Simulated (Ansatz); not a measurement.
Output of an Ansatz run (abridged):

```
WARN ansatz: RAYON_NUM_THREADS=1 ignored (pool sized by the plan → 1); use --threads N
Pseudopotentials: kind: paw
Pseudopotential: Ca, paw, valence charge 10
Pseudopotential: Pt, paw, valence charge 18
Crystal: 6 atoms, lattice volume = 110.729 Å³
Basis set: ecut = 420 eV, 2109 PW (Γ)
Bands: 56, of which v1, the nominal top of the filled ones, is band 46 counted from 1 (45 counted from 0)
Symmetry: 48 space group operations
Space group: Fd-3m (ITA 227), of the structure as read, at distance tolerance 4.8e-5 Å
k-points: 29 of 512
PAW frozen core: Ca, regenerated for the run's functional, and the local potential with it
PAW frozen core: Pt, regenerated for the run's functional, and the local potential with it
Initial density: superposition of atomic densities (neutral atoms: chi_scale 0, normalization atom), corrected by the library's trained network
Initial wavefunctions: pseudopotential atomic-orbital guess
Eigensolver: davidson
Functional: x = slater, c = lda
SCF iter   1: F=—  HF=-52530.935321 eV  |F-HF|=—  |Δ(HF+E_count)|=         —  Δρ=6.63e-3  dr2=2.96e-2  ethr=1.77e-3  ⟨swp⟩=8.0  Hψ=6685  notcnv=0  defer=1
all-band conjugate gradients solve this SCF's bands
preconditioner: auto → Kerker (q_TF=auto, 2.645 Å⁻¹)
SCF iter   2: F=—  HF=-52530.929026 eV  |F-HF|=—  |Δ(HF+E_count)|=   6.29e-3  Δρ=3.82e-3  dr2=1.48e-2  ethr=3.22e-5  ⟨swp⟩=2.1  Hψ=2365  notcnv=0  defer=1
SCF iter   3: F=—  HF=-52530.927275 eV  |F-HF|=—  |Δ(HF+E_count)|=   1.75e-3  Δρ=2.01e-3  dr2=5.45e-3  ethr=1.61e-5  ⟨swp⟩=2.0  Hψ=2146  notcnv=0  defer=1
SCF iter   4: F=—  HF=-52530.926174 eV  |F-HF|=—  |Δ(HF+E_count)|=   1.10e-3  Δρ=3.44e-4  dr2=1.36e-4  ethr=5.92e-6  ⟨swp⟩=2.0  Hψ=2074  notcnv=0  defer=1
SCF iter   5: F=—  HF=-52530.926160 eV  |F-HF|=—  |Δ(HF+E_count)|=   1.44e-5  Δρ=1.67e-4  dr2=9.77e-5  ethr=1.48e-7  ⟨swp⟩=2.0  Hψ=2195  notcnv=0  defer=1
SCF iter   6: F=—  HF=-52530.926153 eV  |F-HF|=—  |Δ(HF+E_count)|=   7.01e-6  Δρ=8.70e-5  dr2=2.63e-5  ethr=1.06e-7  ⟨swp⟩=1.1  Hψ=1550  notcnv=0  defer=1
SCF iter   7: F=—  HF=-52530.926148 eV  |F-HF|=—  |Δ(HF+E_count)|=   4.82e-6  Δρ=3.41e-5  dr2=3.45e-6  ethr=2.85e-8  ⟨swp⟩=1.7  Hψ=1660  notcnv=0  defer=1
SCF iter   8: F=-52530.926147 eV  HF=-52530.926147 eV  |F-HF|=2.52e-8  |Δ(HF+E_count)|=   7.08e-7  Δρ=3.66e-6  dr2=3.10e-8  ethr=1.09e-10  ⟨swp⟩=7.2  Hψ=7095  notcnv=0
SCF 1 converged in 8 iterations: F = -52530.926147 eV  dr2 = 3.10e-8
SCF converged after 8 iterations
Free energy (F): -52530.926147 eV
Harris-Foulkes:  -52530.926147 eV  (|F-HF|=2.52e-8)
Internal energy: -52530.903678 eV  (E = F + TS)
E sigma→0 (E₀):  -52530.914913 eV
Entropy (-TS):   -0.022469 eV (-3.745 meV/atom)
Fermi energy:    16.464086 eV
--- Per-component energies (eV) ---
  E_band       = -1108.683899
  E_kinetic    = 3115.676480
  E_local      = -9509.201581  (includes V_loc(G=0)·N_el)
  E_nonlocal   = 959.723209
  E_hartree    = 3598.142208
  E_xc         = -1316.151523
  E_vxc        = -1556.345658  (∫ρ·V_xc dr)
  E_paw        = -38344.004522  (= ΣΔE_a)
  E_vpaw       = -1314.804839  (= ΣTr[D̂ρ^β])
  E_aug_tail   = 0.000627  (compensation charges beyond the density's cutoff)
  E_ewald      = -11037.510386
  E_core_change = 2.421809  (= ΣΔE_core)
  E_smearing   = -0.022469  (= −TS)
  E_closure    = 0.000000  (closes the sum)
  Σ components = -52530.926147   (vs F -52530.926147, Δ=0.00e0)
--- Forces (eV/Å), atoms counted from 1 ---
  atom   1  Ca     0.00000000    -0.00000000     0.00000000
   [... zero for the other atoms too ...]
  max |Σ_I F_I| component: 9.40e-18 eV/Å
--- Stress (GPa, compression-positive) ---
       -5.177395      -0.000000      -0.000000
       -0.000000      -5.177395       0.000000
       -0.000000       0.000000      -5.177395
  P = ⅓ Tr σ = -5.1774 GPa (-51.774 kbar)
  The stress holds the Pulay correction. Without it, at fixed plane waves, as pw.x and ABINIT print it: P = -5.2036 GPa
--- Band table (eV; the first three rows and the last of 29) ---
  k-point 0: bands = ["-82.0503", "-82.0167", "-82.0167", "-82.0167", "-36.6244", "-36.2881", "-36.2881", "-36.2881", "-36.1545", "-36.1545", "-35.9993", "-35.9993", "-35.9993", "-35.9700", "-35.9700", "-35.9700", "-23.8787", "-23.7938", "-5.2607", [...]
  k-point 1: bands = ["-82.0494", "-82.0177", "-82.0167", "-82.0167", "-36.6115", "-36.2872", "-36.2827", "-36.2827", "-36.1516", "-36.1516", "-36.0141", "-36.0023", "-36.0023", "-35.9756", "-35.9756", "-35.9700", "-23.8762", "-23.7963", "-5.2636", [...]
  k-point 2: bands = ["-82.0468", "-82.0202", "-82.0167", "-82.0167", "-36.5778", "-36.2839", "-36.2695", "-36.2695", "-36.1412", "-36.1412", "-36.0534", "-36.0177", "-36.0177", "-35.9845", "-35.9845", "-35.9700", "-23.8693", "-23.8028", "-5.2702", [...]
  k-point 28: bands = ["-82.0335", "-82.0335", "-82.0167", "-82.0167", "-36.4068", "-36.4068", "-36.2031", "-36.2031", "-36.1255", "-36.1255", "-36.0909", "-36.0909", "-36.0236", "-36.0236", "-36.0096", "-36.0096", "-23.8357", "-23.8357", "-5.3113", [...]
```

The structure:

```
CELL_PARAMETERS angstrom
      0.00000     3.81133     3.81133
      3.81133     0.00000     3.81133
      3.81133     3.81133     0.00000
ATOMIC_POSITIONS crystal
  Ca 0.00000 0.00000 0.00000
  Ca 0.25000 0.25000 0.25000
  Pt 0.12500 0.62500 0.62500
  Pt 0.62500 0.62500 0.12500
  Pt 0.62500 0.12500 0.62500
  Pt 0.62500 0.62500 0.62500
```

**Question.** Reconstruct the input of this run.

**Answer.** Other spellings and defaults could give the same log, and not every line can be read from it. The input that was run (DFT, LDA (PW92), plane waves, default PAW files made with PBE):

Ansatz 0.2 input:
```yaml
# CaPt2
crystal:
  lattice:
    - [0.000000, 3.811333, 3.811333]
    - [3.811333, 0.000000, 3.811333]
    - [3.811333, 3.811333, 0.000000]
  atoms:
    - { symbol: Ca, position: [0.000000, 0.000000, 0.000000] }
    - { symbol: Ca, position: [0.250000, 0.250000, 0.250000] }
    - { symbol: Pt, position: [0.125000, 0.625000, 0.625000] }
    - { symbol: Pt, position: [0.625000, 0.625000, 0.125000] }
    - { symbol: Pt, position: [0.625000, 0.125000, 0.625000] }
    - { symbol: Pt, position: [0.625000, 0.625000, 0.625000] }
basis:
  ecutwfc: 420.0 eV
kpoints:
  mp_grid: { grid: [8, 8, 8] }
hamiltonian:
  xc: lda
  pseudopotentials: { kind: paw }
scf:
  occupations: { method: gaussian, width: 0.1 eV }
output:
  forces: true
  eigenvalues: true
  stress: true
```

The starting cell comes from a database of computed structures (which also holds hypothetical and non-ambient phases and stackings), without a prior relaxation at this level. Its lattice was rescaled by up to half a per cent. Spin-orbit coupling is off. Spin polarisation is off. With a pressure of about -5 GPa the cell is away from its equilibrium volume at this level. Ansatz's pressure includes its estimate of the finite-basis (Pulay) stress.

Ansatz is a program for electronic structure.
